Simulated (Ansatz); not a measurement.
Input for (Mg,Zn)S alloy cell Mg7ZnS8 (zinc blende start):

Ansatz 0.2 input:
```yaml
crystal:
  lattice:
    - [-0.000000022, 5.666228463, 5.666228471]
    - [5.666228452, -0.000000008, 5.666228457]
    - [5.666228453, 5.66622845, -0.000000009]
  atoms:
    - { symbol: Mg, position: [-0.000255835, 0.000255847, -0.000255862] }
    - { symbol: Mg, position: [-0.000255855, 0.000255836, 0.500255871] }
    - { symbol: Zn, position: [0.000000004, 0.50000003, -0.000000014] }
    - { symbol: Mg, position: [-0.00025587, 0.499744148, 0.500255868] }
    - { symbol: Mg, position: [0.500255865, 0.000255825, -0.00025585] }
    - { symbol: Mg, position: [0.500000019, -0.000000011, 0.499999995] }
    - { symbol: Mg, position: [0.500255864, 0.499744159, -0.00025587] }
    - { symbol: Mg, position: [0.500255857, 0.499744164, 0.500255846] }
    - { symbol: S, position: [0.121332929, 0.136001193, 0.121332935] }
    - { symbol: S, position: [0.125068448, 0.124977183, 0.624977188] }
    - { symbol: S, position: [0.121332927, 0.621332939, 0.121332934] }
    - { symbol: S, position: [0.121332922, 0.62133294, 0.636001185] }
    - { symbol: S, position: [0.624977175, 0.124977179, 0.125068486] }
    - { symbol: S, position: [0.624977189, 0.124977159, 0.624977172] }
    - { symbol: S, position: [0.636001181, 0.621332943, 0.121332934] }
    - { symbol: S, position: [0.624977179, 0.625068466, 0.624977184] }
basis:
  ecutwfc: 420
  ecutrho_ratio: 4
  xc_grid: 2
kpoints:
  mp_grid: { grid: [4, 4, 4] }
hamiltonian:
  xc: pbe
  dispersion: none
  pseudopotentials: { kind: paw }
scf:
  n_extra_bands: 13
  occupations: { method: fermi_dirac, width: 0.01 }
output:
  forces: true
  stress: true
  eigenstates:
    kpoints:
      - [0.0, 0.0, 0.0]
      - [-0.15, 0.0, -0.15]
      - [0.0, -0.15, -0.15]
    e_range: [-4.0, 6.0]
    localisation: true
relax:
  f_tol: 0.03
  max_steps: 90
  cell: { stress_tol: 0.15 }
```

Calculation: PBE (plane waves to 420 eV, PAW; Ansatz, a first-principles code). Scalar-relativistic, without spin–orbit coupling. Its k-point mesh 4×4×4, Fermi–Dirac width 0.01 eV.

What does the end of the output print (band table and long remarks left out, numbers rounded to eight decimals)?


```
SCF converged after 6 iterations
Free energy (F): -24023.685176 eV
Harris-Foulkes:  -24023.685176 eV  (|F-HF|=4.73e-11)
Internal energy: -24023.685176 eV  (E = F + TS)
E sigma→0 (E₀):  -24023.685176 eV
Fermi energy:    4.800338 eV
--- Per-component energies (eV) ---
  E_band       = -2610.668859
  E_kinetic    = 1523.643475
  E_local      = -15363.213246  (includes V_loc(G=0)·N_el)
  E_nonlocal   = 1508.567146
  E_hartree    = 5687.571875
  E_xc         = -1122.278555
  E_vxc        = -1019.855467  (∫ρ·V_xc dr)
  E_paw        = -8678.965217  (= ΣΔE_a)
  E_vpaw       = -634.953545  (= ΣTr[D̂ρ^β])
  E_aug_tail   = -0.000368  (compensation charges beyond the density's cutoff)
  E_ewald      = -7579.010285
  E_smearing   = 0.000000  (= −TS)
  E_closure    = 0.000000  (closes the sum)
  Σ components = -24023.685176   (vs F -24023.685176, Δ=0.00e0)
--- Forces (eV/Å), atoms counted from 1 ---
  atom   1  Mg    0.00000000     0.00778824     0.00000000
  atom   2  Mg    -0.00778824    0.00000000     0.00000000
  atom   3  Zn     0.00000000    0.00000000     0.00000000
  atom   4  Mg    0.00000000    0.00000000     0.00778824
  atom   5  Mg    0.00000000    0.00000000    -0.00778824
  atom   6  Mg     0.00000000    0.00000000     0.00000000
  atom   7  Mg     0.00778824    0.00000000     0.00000000
  atom   8  Mg     0.00000000    -0.00778824     0.00000000
  atom   9  S     -0.02642699     0.02642699    -0.02642699
  atom  10  S      0.00001650    -0.00001650    -0.00001650
  atom  11  S      0.02642699     0.02642699     0.02642699
  atom  12  S     -0.02642699    -0.02642699     0.02642699
  atom  13  S     -0.00001650    -0.00001650     0.00001650
  atom  14  S      0.00001650     0.00001650     0.00001650
  atom  15  S      0.02642699    -0.02642699    -0.02642699
  atom  16  S     -0.00001650     0.00001650    -0.00001650
  max |Σ_I F_I| component: 1.12e-16 eV/Å
--- Stress (GPa, compression-positive) ---
        0.027420      0.000000       0.000000
       0.000000       0.027420       0.000000
        0.000000       0.000000       0.027420
  P = ⅓ Tr σ = 0.0274 GPa (0.274 kbar)
--- Relaxed structure (2 steps of the walk, 2 accepted, 1 SCFs on fresh bases) ---
  F+E_penalty+E_count = -24023.68517605 eV   max|allowed force component| = 2.643e-2 eV/Å   (the final SCF, on the basis selected at the relaxed cell)
  cell:  # Å, volume = 363.7163 Å³
    - [0.0, 5.66557829, 5.66557829]
    - [5.66557829, 0.0, 5.66557829]
    - [5.66557829, 5.66557829, 0.0]
  atoms:
    - { symbol: Mg, position: [-0.00038867, 0.00038867, -0.00038867] }
    - { symbol: Mg, position: [-0.00038867, 0.00038867, 0.50038867] }
    - { symbol: Zn, position: [0.0, 0.5, 0.0] }
    - { symbol: Mg, position: [-0.00038867, 0.49961133, 0.50038867] }
    - { symbol: Mg, position: [0.50038867, 0.00038867, -0.00038867] }
    - { symbol: Mg, position: [0.50000000, 0.0, 0.50000000] }
    - { symbol: Mg, position: [0.50038867, 0.49961133, -0.00038867] }
    - { symbol: Mg, position: [0.50038867, 0.49961133, 0.50038867] }
    - { symbol: S, position: [0.12190318, 0.13429047, 0.12190318] }
    - { symbol: S, position: [0.12535950, 0.12488017, 0.62488017] }
    - { symbol: S, position: [0.12190318, 0.62190318, 0.12190318] }
    - { symbol: S, position: [0.12190318, 0.62190318, 0.63429047] }
    - { symbol: S, position: [0.62488017, 0.12488017, 0.12535950] }
    - { symbol: S, position: [0.62488017, 0.12488017, 0.62488017] }
    - { symbol: S, position: [0.63429047, 0.62190318, 0.12190318] }
    - { symbol: S, position: [0.62488017, 0.62535950, 0.62488017] }
```

Cost: about 60 core-seconds (a rough figure).
